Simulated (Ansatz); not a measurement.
AlO (model structure, started from the beta GaS type, P6₃/mmc, No. 194, 8 atoms in the cell) was calculated with r²SCAN+rVV10 (Ansatz, a first-principles code, plane waves, PAW).

Numerical settings: plane-wave cutoff 560 eV, 12×12×4 k mesh (along the axes of the cell as run), Fermi–Dirac smearing 0.01 eV, scalar-relativistic PAW data made under PBE.

Cell (relaxed at this level):

```yaml
crystal:
  lattice:
    - [2.95080, 0.00000, 0.00000]
    - [-1.47540, 2.55547, 0.00000]
    - [0.00000, 0.00000, 12.78403]
  atoms:
    - { symbol: Al, position: [0.33333, 0.66667, 0.14774] }
    - { symbol: Al, position: [0.66667, 0.33333, 0.64774] }
    - { symbol: Al, position: [0.66667, 0.33333, 0.85226] }
    - { symbol: Al, position: [0.33333, 0.66667, 0.35226] }
    - { symbol: O, position: [0.33333, 0.66667, 0.59799] }
    - { symbol: O, position: [0.66667, 0.33333, 0.09799] }
    - { symbol: O, position: [0.66667, 0.33333, 0.40201] }
    - { symbol: O, position: [0.33333, 0.66667, 0.90201] }
```

What does this level give for the band gap and Γ–Γ gap?


band gap: 1.23 eV (on the SCF k mesh)
Γ–Γ gap: 3.76 eV

Note: the relaxation could raise the start's symmetry but not lower it, so the cell can be a saddle point.

Computed values are for the static lattice.

A model structure was made by putting elements into a prototype or built by hand; it is no filed structure, need not be a known phase, and can be a saddle point held by its symmetry.
